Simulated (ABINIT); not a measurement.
Worked example: self-consistent single point of PdIn (Pm-3m, 2 atoms in the cell) in ABINIT.

Method of the run: PBEsol, PAW (JTH v2.0 PBE PAW, files made for PBE) (plane waves; ABINIT).

```xyz
2
Lattice="3.2815 0.0000 0.0000 0.0000 3.2815 0.0000 0.0000 0.0000 3.2815" Properties=species:S:1:pos:R:3 pbc="T T T"
In     1.6408     1.6408     1.6408
Pd     0.0000     0.0000     0.0000
```

Reference input (self-consistent single point, DFT, PBE, plane waves, PAW (JTH v2.0 PBE PAW)): pseudos = [In.GGA_PBE-JTH.xml, Pd.GGA_PBE-JTH.xml]; ecut = 24 Ha; pawecutdg = 48 Ha; pawxcdev = 0; occopt = 3; tsmear = 0.00499791 Ha; ngkpt = 13 13 13; nshiftk = 1; shiftk = 0 0 0; potentials = JTH v2.0 PBE PAW; nband = 22; kptopt = 1. This run's input differs from it in these lines:

```diff
@@ -18,2 +18,3 @@
 pawxcdev 0
+ixc -116133
 occopt 3
```

Log, with long lists cut:

```
--- !BeginCycle
solver: {iscf: 17, nstep: 100, nline: 4, wfoptalg: 10, }
tolerances: {toldfe: 1.00E-09, }
...

     iter   Etot(hartree)      deltaE(h)  residm     nres2
 ETOT  1  -179.18839688301    -1.792E+02 6.232E+01 5.119E+01
 ETOT  2  -186.86147468480    -7.673E+00 2.072E-01 1.591E+01
 ETOT  3  -186.87141190949    -9.937E-03 5.540E-02 3.875E+00
 ETOT  4  -186.87903470009    -7.623E-03 5.532E-02 3.230E+00
 ETOT  5  -186.87678571022     2.249E-03 1.306E-02 1.205E+00
   [... 8 lines left out ...]
 ETOT 14  -186.87523824447    -1.821E-08 3.090E-04 9.839E-07
 ETOT 15  -186.87523824822    -3.744E-09 3.265E-04 5.449E-07
 ETOT 16  -186.87523824822    -4.036E-12 2.073E-04 2.805E-08
 ETOT 17  -186.87523824837    -1.466E-10 2.697E-04 3.111E-09
 At SCF step   17, etot is converged :
  for the second time, diff in etot=  1.466E-10 < toldfe=  1.000E-09

 Cartesian components of stress tensor (hartree/bohr^3)
  sigma(1 1)=  1.31600342E-04  sigma(3 2)=  0.00000000E+00
  sigma(2 2)=  1.31600342E-04  sigma(3 1)=  0.00000000E+00
  sigma(3 3)=  1.31600342E-04  sigma(2 1)=  0.00000000E+00

 ----iterations are completed or convergence reached----

 reduced coordinates (array xred) for    2 atoms
       0.500000000000      0.500000000000      0.500000000000
       0.000000000000      0.000000000000      0.000000000000
 cartesian forces (eV/Angstrom) at end:
    1     -0.00000000000000    -0.00000000000000    -0.00000000000000
    2     -0.00000000000000    -0.00000000000000    -0.00000000000000
 frms,max,avg= 0.0000000E+00 0.0000000E+00   0.000E+00  0.000E+00  0.000E+00 e/A
   [... lines left out ...]
 Fermi (or HOMO) energy (eV) =   9.80799   Average Vxc (eV)= -12.06188
   [... lines left out ...]
'-kT*entropy'       : -1.64335595542965E-03
total_energy        : -1.86875209816871E+02
total_energy_eV     : -5.08513306824493E+03
...

-Cartesian components of stress tensor (GPa)         [Pressure= -3.8718E+00 GPa]
- sigma(1 1)=  3.87181508E+00  sigma(3 2)=  0.00000000E+00
- sigma(2 2)=  3.87181508E+00  sigma(3 1)=  0.00000000E+00
- sigma(3 3)=  3.87181508E+00  sigma(2 1)=  0.00000000E+00

 Calculation completed.
```

The run converged in 17 iterations. Against the reference run the pressure goes from 2.60 to -3.87 GPa.

The starting cell has typed, rounded lattice constants, without a prior relaxation at this level. Its lattice was rescaled by a random factor within 2.5 % of one. Spin polarisation is off. The potentials were made for another functional than the one used. With a pressure of about -4 GPa the cell is away from its equilibrium volume at this level.

Cost on one core of a shared machine: roughly 2 min.
